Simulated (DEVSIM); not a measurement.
Structure: Si p-i-n diode, at 350 K.

```tsv
layer (left to right)	material	thickness (μm)	Nd (cm⁻³)	Na (cm⁻³)	τn (s)	τp (s)
1	Si	0.450	-	1.5e18	4.4e-6	4.4e-6
2	Si	34.0	6.7e13	-	4.4e-6	4.4e-6
3	Si	0.220	3.5e17	-	4.4e-6	0.00013
```

Left contact: ohmic. Right contact: ohmic. Voltage is applied to the left contact. Recombination: SRH at mid-gap, radiative. Mobility is constant in doping.

This is a model device: material constants are rounded textbook-type values typed into the input, and sizes, dopings and lifetimes were drawn at random. Values at 300 K; Nc and Nv go as T^1.5, mobilities as T to minus their exponent, the gap by Varshni's rule with the affinity fixed.

| parameter | Si |
|---|---|
| gap (eV) | 1.124 |
| affinity (eV) | 4.05 |
| permittivity | 11.7 |
| Nc (cm⁻³) | 2.86e19 |
| Nv (cm⁻³) | 3.1e19 |
| μn (cm²/Vs) | 1417 |
| μp (cm²/Vs) | 470 |
| T exponent of μn | 2.3 |
| T exponent of μp | 2.2 |
| B (cm³/s) | 4.7e-15 |
| Varshni α (eV/K) | 0.000473 |
| Varshni β (K) | 636 |

Model (solved in DEVSIM): 1D drift-diffusion, Boltzmann statistics, complete ionisation; no tunnelling, impact ionisation, image-force lowering or self-heating.

### Question
Tabulate band edges, carrier densities and field at zero bias.

### Answer
Energies count from the Fermi level of the right contact; mesh points crowd at the junctions.

| x (μm) | Ec (eV) | Ev (eV) | n (cm⁻³) | p (cm⁻³) | field (V/cm) |
|---|---|---|---|---|---|
| 0.000 | 1.012 | -0.098 | 95000 | 1.5e18 | ≈ 0 |
| 0.03763 | 1.012 | -0.098 | 95000 | 1.5e18 | ≈ 0 |
| 0.1222 | 1.012 | -0.098 | 95000 | 1.5e18 | ≈ 0 |
| 0.2953 | 1.012 | -0.098 | 95000 | 1.5e18 | ≈ 0 |
| 0.4182 | 1.012 | -0.098 | 95000 | 1.5e18 | -17 |
| 0.4520 | 0.968 | -0.143 | 420000 | 3.4e17 | -57000 |
| 0.4926 | 0.873 | -0.238 | 9800000 | 1.5e16 | -12000 |
| 0.6714 | 0.772 | -0.339 | 2.8e8 | 5.1e14 | -3500 |
| 1.053 | 0.670 | -0.441 | 8.1e9 | 1.8e13 | -2300 |
| 2.093 | 0.493 | -0.618 | 2.9e12 | 4.9e10 | -1200 |
| 4.684 | 0.399 | -0.711 | 6.4e13 | 2.2e9 | -24 |
| 16.12 | 0.398 | -0.713 | 6.7e13 | 2.1e9 | ≈ 0 |
| 27.24 | 0.398 | -0.713 | 6.7e13 | 2.1e9 | ≈ 0 |
| 31.75 | 0.397 | -0.713 | 6.8e13 | 2.1e9 | ≈ 0 |
| 33.71 | 0.377 | -0.734 | 1.3e14 | 1.1e9 | -440 |
| 34.19 | 0.333 | -0.778 | 5.8e14 | 2.4e8 | -1900 |
| 34.36 | 0.278 | -0.833 | 3.6e15 | 4.0e7 | -5500 |
| 34.43 | 0.213 | -0.898 | 3.1e16 | 4600000 | -17000 |
| 34.47 | 0.141 | -0.969 | 3.3e17 | 430000 | -2300 |
| 34.53 | 0.140 | -0.971 | 3.5e17 | 410000 | ≈ 0 |
| 34.62 | 0.140 | -0.971 | 3.5e17 | 410000 | ≈ 0 |
| 34.67 | 0.140 | -0.971 | 3.5e17 | 410000 | ≈ 0 |
